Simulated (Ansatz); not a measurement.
Levels about the gap of amorphous Si₁₆O₂₄C₁₆H₄₀ (96 atoms in a cell of 1475 Å³, 1.20 g/cm³; zone centre alone, so wide bands show as single levels with stretches between that a denser mesh fills), at the geometry that PBE relaxed, where it gives 0.2 GPa on a denser mesh. Exact exchange is cut at the faces of this small cell, which leaves a finite-size error. The participation number counts the atoms over which a state spreads; weights are charges in smoothed Voronoi cells. The levels come from a single point, so bond lengths are those of that geometry. Method of the levels: HSE06, scalar-relativistic without spin-orbit coupling (Ansatz, a program for electronic structure). Sampling: the zone centre alone; Fermi-Dirac width 0.01 eV; collinear spin, started from moments on atoms (the moments died out). At PBE the levels at the filled edge of the gap are localised (band-tail or defect states), and the nearest spread-out levels lie 3.4 eV apart at the zone centre.

It comes from a melt-quench run on a machine-learned potential (CHGNet), relaxed afterwards by DFT. O atoms were pushed apart under 1.9 Å during the dynamics, to hinder bonds among them. The hot cell started wider than the set density and was brought back towards it in steps. It is the lowest in DFT energy of 2 quenches. It is a model cell: composition and starting density were chosen by hand, and all elements were melted together. No dispersion term was used. Its density started from a set value of 1.20 and ended at 1.20 g/cm³. Cooling (nominally 500 K/ps over its main leg) ran many orders faster than in experiment, which tends to leave more defects and strain. A cell of this size samples the disorder only roughly. The volume was held where the preparation left it and the shape relaxed, at a PBE pressure of 0.2 GPa. The cell holds free molecules (1 H2).

| E - E(highest filled), eV | filling | spin | participation number | largest on | weight Si | weight O | weight C | weight H |
|---|---|---|---|---|---|---|---|---|
| -1.38 | filled | dn | 6.1 | O, 2 neighbours | 0.17 | 0.49 | 0.27 | 0.07 |
| -0.73 | filled | dn | 4.6 | O, 1 neighbours | 0.25 | 0.44 | 0.23 | 0.08 |
| -0.73 | filled | up | 4.6 | O, 1 neighbours | 0.25 | 0.44 | 0.23 | 0.08 |
| -0.31 | filled | up | 3.7 | Si, 3 neighbours | 0.68 | 0.06 | 0.05 | 0.20 |
| -0.31 | filled | dn | 3.7 | Si, 3 neighbours | 0.68 | 0.06 | 0.05 | 0.20 |
| 0.00 | filled | up | 5.3 | Si, 3 neighbours | 0.44 | 0.18 | 0.20 | 0.18 |
| 0.00 | filled | dn | 5.3 | Si, 3 neighbours | 0.44 | 0.18 | 0.20 | 0.18 |
| 2.55 | empty | dn | 6.3 | Si, 3 neighbours | 0.55 | 0.12 | 0.10 | 0.23 |
| 2.55 | empty | up | 6.3 | Si, 3 neighbours | 0.55 | 0.12 | 0.10 | 0.23 |
| 2.92 | empty | dn | 8.5 | C, 3 neighbours | 0.31 | 0.18 | 0.31 | 0.20 |
| 2.92 | empty | up | 8.5 | C, 3 neighbours | 0.31 | 0.18 | 0.31 | 0.20 |
| 3.27 | empty | dn | 7.5 | C, 2 neighbours | 0.20 | 0.22 | 0.44 | 0.13 |
| 3.27 | empty | up | 7.5 | C, 2 neighbours | 0.20 | 0.22 | 0.44 | 0.13 |
| 3.45 | empty | dn | 20.2 | Si, 4 neighbours | 0.30 | 0.17 | 0.27 | 0.26 |

Most localised among these is the filled level at -0.31 eV, on a Si atom, which has 3 neighbours (H 1.52 Å, C 1.91 Å, Si 2.27 Å).
